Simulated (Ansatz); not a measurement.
For BiTe (R-3m, No. 166, 2 atoms in the cell; start mp-1227339; a measured phase of this formula has another space group), PBE in Ansatz (plane waves, PAW) gives:

| Item | Value |
|---|---|
| lattice constant a | 4.839 Å |
| c axis length | 9.982 Å |
| bulk modulus | 39.9 GPa |
| cohesive energy | 2.55 eV/atom |

**Question.** What does r²SCAN (plane waves, PAW; Ansatz, a quantum-chemistry and plane-wave program) give for the same quantities?

**Answer.** 
- lattice constant a: 4.816 Å (falls by 0.5 %)
- lattice parameter c: 9.927 Å (drops by 0.6 %)
- bulk modulus: 45.0 GPa (goes up by 13 %)
- cohesive energy: 2.33 eV/atom (shrinks by 0.22 eV/atom)

Changes are worked out from the printed values.

Unless a cell is named, each level is at its own relaxed cell (PBE 33.74, r²SCAN 33.23 Å³/atom).

Levels without +SOC leave out spin–orbit coupling, which shifts energies and cells of such heavy elements.

Caveats: the bulk modulus is −V dP/dV from two relaxed cells at ±2 % in volume (PBE, r²SCAN); the relaxation could not lower the start's symmetry, so the cell can be a saddle point above a distorted one (PBE, r²SCAN). Ansatz's density-functional and Hartree–Fock values are scalar-relativistic unless marked +SOC, with PAW data made under PBE.

A start named mp-… is a Materials Project structure, which need not be a measured phase.
